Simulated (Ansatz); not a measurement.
MgB4, treated with PBEsol in Ansatz (plane waves, PAW).

Settings: plane-wave cutoff 520 eV, 8×10×6 k mesh (along the axes of the cell as run), Fermi–Dirac smearing 0.03 eV, scalar-relativistic PAW data made under PBE.

Starting structure:

```
CELL_PARAMETERS angstrom
      5.46400     0.00000     0.00000
      0.00000     4.42800     0.00000
      0.00000     0.00000     7.47200
ATOMIC_POSITIONS crystal
  Mg 0.05131 0.25000 0.36362
  Mg 0.55131 0.25000 0.13638
  Mg 0.94869 0.75000 0.63638
  Mg 0.44869 0.75000 0.86362
  B  0.22451 0.25000 0.65626
  B  0.72451 0.25000 0.84374
  B  0.77549 0.75000 0.34374
  B  0.27549 0.75000 0.15626
  B  0.55801 0.25000 0.64660
  B  0.05801 0.25000 0.85340
  B  0.44199 0.75000 0.35340
  B  0.94199 0.75000 0.14660
  B  0.13079 0.44210 0.06543
  B  0.63079 0.05790 0.43457
  B  0.86921 0.94210 0.93457
  B  0.36921 0.55790 0.56543
  B  0.86921 0.55790 0.93457
  B  0.36921 0.94210 0.56543
  B  0.13079 0.05790 0.06543
  B  0.63079 0.44210 0.43457
```

Question: Into what structure does the relaxation of cell and atoms lead at this level, with the symmetry of the start kept?

Answer: The volume falls by 2.3 %; final space group Pnma.
```
CELL_PARAMETERS angstrom
      5.43838     0.00000     0.00000
      0.00000     4.38011     0.00000
      0.00000     0.00000     7.41502
ATOMIC_POSITIONS crystal
  Mg 0.04861 0.25000 0.36195
  Mg 0.54861 0.25000 0.13805
  Mg 0.95139 0.75000 0.63805
  Mg 0.45139 0.75000 0.86195
  B  0.22196 0.25000 0.65414
  B  0.72196 0.25000 0.84586
  B  0.77804 0.75000 0.34586
  B  0.27804 0.75000 0.15414
  B  0.55398 0.25000 0.64639
  B  0.05398 0.25000 0.85361
  B  0.44602 0.75000 0.35361
  B  0.94602 0.75000 0.14639
  B  0.13287 0.44212 0.06309
  B  0.63287 0.05788 0.43691
  B  0.86713 0.94212 0.93691
  B  0.36713 0.55788 0.56309
  B  0.86713 0.55788 0.93691
  B  0.36713 0.94212 0.56309
  B  0.13287 0.05788 0.06309
  B  0.63287 0.44212 0.43691
```

Ansatz is a first-principles code.
